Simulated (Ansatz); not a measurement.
Consider Nb in the bcc (W type) structure (space group Im-3m, No. 229; a = 3.304 Å; relaxed with 0.1 eV smearing).

Computed with r2SCAN, PAW, 500 eV (Ansatz, a program for electronic structure; no spin-orbit coupling).

Strains are applied to the cell and any free atomic positions relax.

One change was made to it. Results:

| quantity | base | after |
|---|---|---|
| energy relative to the base (free energy F) | 0 meV/atom | +33 meV/atom |
| pressure | 0.0 GPa | -9.3 GPa |

Problem. Which change produced these results?
A. isotropic strain +1.00 %
B. isotropic strain +2.00 %
C. isotropic strain +2.50 %

Solution. B, isotropic strain +2.00 %. For comparison, the energy relative to the base in the other runs: isotropic strain +1.00 % gives +8.6 meV/atom; isotropic strain +2.50 % gives +52 meV/atom.

Stability against distortions was not tested. All final runs are without spin polarisation.
